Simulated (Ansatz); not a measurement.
# Fermi-surface data of CoAl (Pm-3m)

Input:

```
CELL_PARAMETERS angstrom
      2.79954     0.00000     0.00000
      0.00000     2.79954     0.00000
      0.00000     0.00000     2.79954
ATOMIC_POSITIONS crystal
  Al 0.00000 0.00000 0.00000
  Co 0.50000 0.50000 0.50000
```

The numbers are results of PBEsol, rigid bands (plane waves, PAW, scalar-relativistic; Ansatz, a program for electronic structure), not measurements. Condition of this run: hydrostatic pressure 5 GPa (the target of the relaxation). Geometry: cell and atoms relaxed with PBEsol, then loaded as said.

* **density of states at the Fermi level**: 0.642 states/(eV·cell), both spins
* **bare Sommerfeld coefficient**: 0.76 mJ/(mol of atoms·K²)
* **Drude plasma energy**: 4.1 eV
* **root-mean-square Fermi velocity**: 4.7e5 m/s
* **resistivity times τ**: 29 ×10⁻²² Ω·m·s

A metal at this level (no band gap); rigid bands, thermally averaged at 300 K, both spins. Spin-orbit coupling is left out. τ is one relaxation time for all states.

Treated as nonmagnetic (a ferromagnetic start lost its moment, other orders weren't tried): CoAl (Pm-3m).
